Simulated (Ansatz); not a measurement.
The reference is Ir in the fcc (Cu type) structure (space group Fm-3m, No. 225; relaxed with 0.1 eV smearing).

```
CELL_PARAMETERS angstrom
      0.00000     1.90592     1.90592
      1.90592     0.00000     1.90592
      1.90592     1.90592     0.00000
ATOMIC_POSITIONS crystal
  Ir 0.00000 0.00000 0.00000
```

Cartesian axes are those of the cell as printed.

All numbers come from LDA (Ansatz, a first-principles code; PAW; 420 eV plane waves; no spin-orbit coupling).

For the base:

- Pressure: 0.0 GPa

Perturbation: tensile biaxial strain of 0.83 % in the plane normal to [111], as in epitaxy on a mismatched substrate; the out-of-plane cell vector and the atoms relax.

Task: How does this affect the pressure, energy relative to the base and out-of-plane strain?

Result: The pressure (mean of the normal stresses, compression positive) goes from zero to -4.7 GPa; the energy goes up by 5.1 meV/atom; the out-of-plane strain amounts to -0.44 %.

Stability against distortions was not tested. All final runs are without spin polarisation.
